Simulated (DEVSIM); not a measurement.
Structure: abrupt Si n-p junction, at 300 K.

Layer 1 from the left is Si, thickness (μm) 8.00, Nd (cm⁻³) 5.4e16, τn (s) 7.5e-7, τp (s) 7.5e-7. Layer 2 from the left is Si, thickness (μm) 19.0, Na (cm⁻³) 7.7e14, τn (s) 7.5e-7, τp (s) 7.5e-7.

Left contact: ohmic. Right contact: ohmic. Voltage is applied to the left contact. Recombination: SRH at mid-gap. Mobility is μmin + (μ − μmin)/(1 + (N/Nref)^α).

Constants are typed, rounded textbook-type inputs, not results; the design itself was drawn at random and stands for no fabricated device. Values at 300 K.

Si: gap (eV) 1.124, affinity (eV) 4.05, permittivity 11.7, Nc (cm⁻³) 2.86e19, Nv (cm⁻³) 3.1e19, μn (cm²/Vs) 1417, μp (cm²/Vs) 470, μn,min 52, μp,min 45, Nref,n 9.7e16, Nref,p 2.2e17, αn 0.68, αp 0.72.

Model (solved in DEVSIM): 1D drift-diffusion, Boltzmann statistics, complete ionisation; no tunnelling, impact ionisation, image-force lowering or self-heating.

Problem. What does the simulation give for the dark forward voltage at 1 A/cm², the potential step across the device at zero bias?

Solution. dark forward voltage at 1 A/cm² 0.561 V; potential step across the device at zero bias 0.688 V.
